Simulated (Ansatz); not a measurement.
Given:

```
CELL_PARAMETERS angstrom
      0.00000     2.08486     2.08486
      2.08486     0.00000     2.08486
      2.08486     2.08486     0.00000
ATOMIC_POSITIONS crystal
  Li 0.00000 0.00000 0.00000
  F  0.50000 0.50000 0.50000
```

No spin polarisation.

Computed with plane-wave PAW DFT at the PBE level (Ansatz, a first-principles code, 420 eV), without spin-orbit coupling. k-mesh 14×14×14 (Γ-centred); smearing 0.05 eV (Fermi–Dirac).

Predict the gap character, band gap and electron mass.


* **Gap character**: direct at Γ
* **Band gap**: 8.22 eV
* **Electron mass**: 0.83 mₑ (at Γ)

The cells carry an imposed strain or load. Effective masses come from finite differences of ±0.01 Å⁻¹. No phonon test of stability was made. The cell was made from LiF in the rock salt structure (space group Fm-3m, No. 225) by this change: isotropic strain +2.50 %.
